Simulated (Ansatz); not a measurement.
**GaN, response to strain**

The reference is GaN in the wurtzite structure (space group P6_3mc, No. 186; a = 3.183 Å, c = 5.184 Å). Axes: x lies along a and z along c of the hexagonal cell.

Strains are applied to the cell and any free atomic positions relax; under biaxial strain the out-of-plane vector relaxes too; under stress the whole cell relaxes.

Computed with r2SCAN in Ansatz (plane waves to 500 eV, PAW, no SOC), earlier PAW set.

Notes on the quantities. pressure: mean of the normal stresses, compression positive.

| variant | electron mass | band gap | pressure | shortest interatomic distance |
|---|---|---|---|---|
| base | 0.17 mₑ along c, 0.19 mₑ across (at Γ) | 2.35 eV | 0.00 GPa | 1.946 Å |
| biaxial strain −3.37 %, plane normal [001], relaxed out of plane | 0.17 mₑ out of plane, 0.22 mₑ in plane (at Γ) | 2.43 eV | … | 1.907 Å |
| biaxial strain −1.74 %, plane normal [001], relaxed out of plane | 0.17 mₑ out of plane, 0.20 mₑ in plane (at Γ) | 2.42 eV | 5.56 GPa | 1.925 Å |
| biaxial strain +0.79 %, plane normal [001], relaxed out of plane | 0.17 mₑ out of plane, 0.18 mₑ in plane (at Γ) | 2.27 eV | -2.30 GPa | 1.956 Å |
| biaxial strain +0.95 %, plane normal [001], relaxed out of plane | 0.17 mₑ out of plane, 0.18 mₑ in plane (at Γ) | 2.25 eV | … | 1.956 Å |
| isotropic strain −0.87 % | 0.18 mₑ along c, 0.20 mₑ across (at Γ) | 2.53 eV | 5.44 GPa | 1.929 Å |
| isotropic strain −0.69 % | 0.18 mₑ along c, 0.20 mₑ across (at Γ) | 2.50 eV | 4.26 GPa | 1.932 Å |
| uniaxial stress, 1 GPa compression along x | 0.17 mₑ along z, 0.19 mₑ across (at Γ) | 2.34 eV | – | 1.944 Å |
| tensor shear ε_xy = −2.34 % | 0.17 mₑ along z, 0.19 mₑ across (at Γ) | … | 0.01 GPa | 1.938 Å |
| uniaxial stress, 2 GPa tension along x | 0.17 mₑ along z, 0.19 mₑ across (at Γ) | … | – | 1.947 Å |

Question: What belongs in the blanks?

Answer: 
- biaxial strain −3.37 %, plane normal [001], relaxed out of plane, pressure: 11.40 GPa
- biaxial strain +0.95 %, plane normal [001], relaxed out of plane, pressure: -2.75 GPa
- tensor shear ε_xy = −2.34 %, band gap: 2.20 eV
- uniaxial stress, 2 GPa tension along x, band gap: 2.31 eV

Masses are band curvatures over ±0.01 Å⁻¹ around the edge. Beyond what the load breaks, stability against distortions was not tested.

Ansatz is an electronic-structure program.
